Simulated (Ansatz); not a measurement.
## Hypothetical Fm-3m WSe2, response to strain

Start from WSe$_{2}$ (space group Fm-3m, No. 225; a = 6.261 Å; ferromagnetic; a hypothetical phase, not in the database extracts checked; relaxed with 0.1 eV smearing). Axes: x, y, z lie along the cube axes.

Strains are applied to the cell and any free atomic positions relax; under biaxial strain the out-of-plane vector relaxes too; under stress the whole cell relaxes.

Calculations: Ansatz (a program for electronic structure) PBE, spin-orbit coupling left out.

Candidates:
(a) tensor shear ε_xz = −2.75 %
(b) uniaxial strain ε_zz = −1.37 %
(c) uniaxial stress, 5 GPa compression along x
(d) biaxial strain +0.33 %, plane normal [001], relaxed out of plane

Notes on the quantities. energy relative to the base: free energy F.

**Question.** Order them by energy relative to the base, highest first.

**Answer.** (c) uniaxial stress, 5 GPa compression along x (+9.2 meV/atom), (a) tensor shear ε_xz = −2.75 % (+5.9 meV/atom), (b) uniaxial strain ε_zz = −1.37 % (+2.5 meV/atom), (d) biaxial strain +0.33 %, plane normal [001], relaxed out of plane (+0.3 meV/atom)

The magnetic state is the one reached from the starting moments; the real material's order can differ, and small cells can't hold many antiferromagnetic ones. Stability under load was not tested beyond the relaxation.
